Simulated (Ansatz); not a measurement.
## Quick settings and what they miss: K₂InSbCl₆ (Fm-3m, 10 atoms in the cell)

Self-consistent single point.

```
CELL_PARAMETERS angstrom
      0.00000     5.74277     5.74277
      5.74277     0.00000     5.74277
      5.74277     5.74277     0.00000
ATOMIC_POSITIONS crystal
  K  0.75000 0.75000 0.75000
  K  0.25000 0.25000 0.25000
  In 0.50000 0.50000 0.50000
  Sb 0.00000 0.00000 0.00000
  Cl 0.76227 0.23773 0.23773
  Cl 0.23773 0.76227 0.76227
  Cl 0.23773 0.76227 0.23773
  Cl 0.76227 0.23773 0.76227
  Cl 0.23773 0.23773 0.76227
  Cl 0.76227 0.76227 0.23773
```

Method of the run: LDA (PW92), default PAW files made with PBE (plane waves; Ansatz, an electronic-structure program).

Base settings: basis.ecutwfc = 30.9 Ry; kpoints.mp_grid.grid = 4 4 4; hamiltonian.xc = lda; hamiltonian.pseudopotentials = {kind: paw} (the program's default PAW files); scf.occupations.method = fixed.

Tight run (finer mesh or higher cutoff; not a proven limit): basis.ecutwfc: 30.9 Ry → 43.4 Ry; kpoints.mp_grid.grid: 4 4 4 → 6 6 6; scf.convergence.dr2_threshold: default (1e-07 eV) → 1e-09 eV. It gave top of the valence band (on the code's own zero) 2.48 eV; gap on the k-point mesh 0.91 eV; pressure -3.28 GPa; largest force (vector length) 0.329 eV/Å.

Quick runs, as changes from the base:
- A: the base itself
- B: basis.ecutwfc: 30.9 Ry → 18.4 Ry; kpoints.mp_grid.grid: 4 4 4 → 1 1 1; scf.convergence.dr2_threshold: default (1e-07 eV) → 0.001 eV
- C: basis.ecutwfc: 30.9 Ry → 18.4 Ry; kpoints.mp_grid.grid: 4 4 4 → 3 3 3; hamiltonian.xc: lda → pbesol; scf.convergence.dr2_threshold: default (1e-07 eV) → 0.001 eV [PBEsol]
- D: hamiltonian.xc: lda → pbesol [PBEsol]
- E: basis.ecutwfc: 30.9 Ry → 21.7 Ry; scf.occupations.method: fixed → methfessel_paxton; scf.occupations.width: default → 0.02 Ry

Dashes: energy of C, D, another energy zero; gap of E, left out as unsure on this mesh or at this smearing.

Gaps are read on each run's own mesh, which may miss the band edges.

† marks runs with another functional, U, potentials or spin treatment: their distance from the tight run is not a convergence error alone.

The count of work is k-points × plane waves × bands × iterations; it is no time. 

Pressures in the table are Ansatz's without its Pulay estimate, at a fixed set of plane waves; the tight run's value above holds the estimate.

The starting cell comes from a database of computed structures (which also holds hypothetical and non-ambient phases and stackings), without a prior relaxation at this level. Its lattice was rescaled by a random factor within 2.5 % of one. Spin-orbit coupling is off. In the base run, with a pressure of about -3 GPa the cell is away from its equilibrium volume at this level.

| run | energy less tight (meV/atom) | pressure less tight (GPa) | largest miss in a force vector (eV/Å) | gap on the mesh less tight (eV) | count of work / tight |
|---|---|---|---|---|---|
| A | 0.7 | 0.01 | 0.004 | -0.001 | 0.27 |
| B | 511.5 | -4.37 | 0.499 | -0.111 | 0.012 |
| C† | – | -7.03 | 0.047 | 0.040 | 0.047 |
| D† | – | 0.98 | 0.023 | 0.003 | 0.23 |
| E | 33.0 | -1.33 | 0.007 | – | 0.15 |

Among the runs at the tight run's level, the energy misses run from 0.7 to 511.5 meV/atom.

Left out of this page: 1 run of the series with a known weakness of the program.

Keys are those of Ansatz 0.2.
